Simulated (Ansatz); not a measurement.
A self-consistent single point of a (001) slab of MgO (cut from a parent of space group no. 225; 8 atoms in the cell) with Ansatz (an electronic-structure program).

Method: PBE (plane waves, PAW; Ansatz).

The change in words: vacuum of 8 angstrom (first run: 14 Å). Reference geometry:
```
MgO
1.0
    2.96799     0.00000     0.00000
   -2.96799     2.96799     0.00000
    0.00000     0.00000    20.29598
Mg O
4 4
Cartesian
  0.00000   0.00000   9.09869
 -1.48399   1.48399   7.00000
  0.00000   0.00000  13.29598
 -1.48399   1.48399  11.19739
 -1.48399   1.48399   9.09869
  0.00000   0.00000   7.00000
 -1.48399   1.48399  13.29598
  0.00000   0.00000  11.19739
```

Reference input (self-consistent single point, DFT, PBE, plane waves, default PAW files): basis.ecutwfc = 420 eV; kpoints.mp_grid.grid = 10 10 1; hamiltonian.xc = pbe; hamiltonian.pseudopotentials = {kind: paw} (the program's default PAW files); scf.occupations.method = fermi_dirac; scf.occupations.width = 0.02 eV. This run's input differs from it in these lines:

Ansatz 0.2 input:
```diff
@@ -4,12 +4,12 @@
     - [-2.967989, 2.967989, 0.000000]
-    - [0.000000, 0.000000, 20.295982]
+    - [0.000000, 0.000000, 14.295976]
   atoms:
-    - { symbol: Mg, position_ang: [0.000000, 0.000000, 9.098689] }
-    - { symbol: Mg, position_ang: [-1.483995, 1.483995, 7.000003] }
-    - { symbol: Mg, position_ang: [0.000000, 0.000000, 13.295979] }
-    - { symbol: Mg, position_ang: [-1.483995, 1.483995, 11.197395] }
-    - { symbol: O, position_ang: [-1.483995, 1.483995, 9.098689] }
-    - { symbol: O, position_ang: [0.000000, 0.000000, 7.000003] }
-    - { symbol: O, position_ang: [-1.483995, 1.483995, 13.295979] }
-    - { symbol: O, position_ang: [0.000000, 0.000000, 11.197395] }
+    - { symbol: Mg, position_ang: [0.000000, 0.000000, 6.098692] }
+    - { symbol: Mg, position_ang: [-1.483995, 1.483995, 4.000000] }
+    - { symbol: Mg, position_ang: [0.000000, 0.000000, 10.295976] }
+    - { symbol: Mg, position_ang: [-1.483995, 1.483995, 8.197398] }
+    - { symbol: O, position_ang: [-1.483995, 1.483995, 6.098692] }
+    - { symbol: O, position_ang: [0.000000, 0.000000, 4.000000] }
+    - { symbol: O, position_ang: [-1.483995, 1.483995, 10.295976] }
+    - { symbol: O, position_ang: [0.000000, 0.000000, 8.197398] }
 basis:
```

Output (repeated stretches shortened):

```
SCF iter   1: F=—  HF=-9975.582475 eV  |F-HF|=—  |Δ(HF+E_count)|=         —  Δρ=1.43e-3  dr2=6.17e-3  ethr=1.77e-3  ⟨swp⟩=8.5  Hψ=3972  notcnv=0
all-band conjugate gradients solve this SCF's bands
preconditioner: auto → Resta (q_TF=auto, 2.437 Å⁻¹)
SCF iter   2: F=—  HF=-9975.581560 eV  |F-HF|=—  |Δ(HF+E_count)|=   9.15e-4  Δρ=7.95e-4  dr2=1.09e-3  ethr=9.65e-6  ⟨swp⟩=3.2  Hψ=1662  notcnv=0  defer=55
   [... lines left out ...]
SCF iter   4: F=—  HF=-9975.581624 eV  |F-HF|=—  |Δ(HF+E_count)|=   3.24e-5  Δρ=1.37e-4  dr2=1.78e-5  ethr=2.97e-7  ⟨swp⟩=2.1  Hψ=1161  notcnv=0  defer=55
SCF iter   5: F=—  HF=-9975.581671 eV  |F-HF|=—  |Δ(HF+E_count)|=   4.72e-5  Δρ=5.52e-5  dr2=2.78e-6  ethr=2.79e-8  ⟨swp⟩=2.1  Hψ=1513  notcnv=0  defer=55
SCF iter   6: F=—  HF=-9975.581671 eV  |F-HF|=—  |Δ(HF+E_count)|=   2.46e-7  Δρ=1.68e-5  dr2=2.25e-7  ethr=4.34e-9  ⟨swp⟩=2.1  Hψ=1081  notcnv=0  defer=55
SCF iter   7: F=-9975.581671 eV  HF=-9975.581671 eV  |F-HF|=2.50e-8  |Δ(HF+E_count)|=   2.08e-7  Δρ=4.36e-6  dr2=1.95e-8  ethr=1.56e-10  ⟨swp⟩=12.0  Hψ=3709  notcnv=0
SCF 1 converged in 7 iterations: F = -9975.581671 eV  dr2 = 1.95e-8
Free energy (F): -9975.581671 eV
Internal energy: -9975.581671 eV  (E = F + TS)
E sigma→0 (E₀):  -9975.581671 eV
Fermi energy:    4.444104 eV
--- Forces (eV/Å), atoms counted from 1 ---
  atom   1  Mg     0.00000000     0.00000000     0.00257102
  atom   2  Mg     0.00000000     0.00000000     0.25197270
  atom   3  Mg     0.00000000     0.00000000    -0.25197270
  atom   4  Mg     0.00000000     0.00000000    -0.00257102
  atom   5  O      0.00000000     0.00000000    -0.00116112
  atom   6  O      0.00000000     0.00000000    -0.61259235
  atom   7  O      0.00000000     0.00000000     0.61259235
  atom   8  O      0.00000000     0.00000000     0.00116112
--- Stress (GPa, compression-positive) ---
       -1.029867       0.000000       0.000000
        0.000000      -1.029867       0.000000
        0.000000       0.000000       2.882873
  P = ⅓ Tr σ = 0.2744 GPa (2.744 kbar)
  The stress holds the Pulay correction. Without it, at fixed plane waves, as pw.x and ABINIT print it: P = -0.0906 GPa
```

The run converged in 7 iterations. Against the reference run the free energy stays essentially unchanged (within 1 meV/atom), the largest force stays at 0.613 eV/Å and the gap on the mesh goes from 3.344 to 3.137 eV.

The starting cell has typed, rounded lattice constants, without a prior relaxation at this level. The slab is cut from that crystal, and its faces are unrelaxed. Its lattice was rescaled by up to half a per cent. Spin polarisation is off, though cut faces can carry moments; a gap of a slab can lie between surface states.
